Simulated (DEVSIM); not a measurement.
Structure: abrupt Ge p-n junction, at 350 K.

Layer 1 from the left is Ge, thickness (μm) 0.420, Na (cm⁻³) 2.1e18, τn (s) 0.00066, τp (s) 0.00066. Layer 2 from the left is Ge, thickness (μm) 110, Nd (cm⁻³) 3.3e16, τn (s) 0.00066, τp (s) 0.00066.

Left contact: ohmic. Right contact: ohmic. Voltage is applied to the left contact. Recombination: SRH at mid-gap, Auger. Mobility is constant in doping.

This is a model device: material constants are rounded textbook-type values typed into the input, and sizes, dopings and lifetimes were drawn at random. Values at 300 K; Nc and Nv go as T^1.5, mobilities as T to minus their exponent, the gap by Varshni's rule with the affinity fixed.

Ge: gap (eV) 0.664, affinity (eV) 4, permittivity 16, Nc (cm⁻³) 1.04e19, Nv (cm⁻³) 6e18, μn (cm²/Vs) 3900, μp (cm²/Vs) 1900, T exponent of μn 1.66, T exponent of μp 2.33, Cn (cm⁶/s) 1e-31, Cp (cm⁶/s) 1e-31, Varshni α (eV/K) 0.000477, Varshni β (K) 235.

Problem. Estimate by hand the built-in potential, the peak field at zero bias, and compare with a numerical solution.

Solution. 
- Built-in potential: ni = √(Nc Nv) exp(−Eg/2kT) = 2.28e14 cm⁻³ with Eg = 0.644 eV; Vbi = kT/q ln(Na Nd/ni²) = 0.425 V; numerical 0.425 V.
- Peak field at zero bias: depletion approximation: W = √(2εVbi/(qN)) = 0.152 μm with N = 3.25e16 cm⁻³; field = 2Vbi/W = 55900 V/cm; numerical 84300 V/cm (estimate below by 34 %).

Simulated with DEVSIM: 1D drift-diffusion, Boltzmann statistics, complete ionisation; no tunnelling, impact ionisation, image-force lowering or self-heating.
